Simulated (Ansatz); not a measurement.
## The (21-32) surface of hcp Tl in its 1x1 cell, outermost plane spacing 0.36 Å in the ideal cut (one of several cuts of this face)

All values below come from r2SCAN, at the PBE geometry (plane waves to 500 eV, PAW; Ansatz, an electronic-structure program).

Model: 20-atom slab, 10.1 Å thick at the start (thin: gaps and levels are the slab's own), 6x5x1 mesh, Fermi-Dirac 0.1 eV, dipole correction, single point; on the structure that PBE left under its start's symmetry; no spin, no spin-orbit, no U.

- surface energy (mean of both faces) = 0.37 J/m²
- work function of the top face = 3.52 eV
- cost = very roughly 6 core-minutes
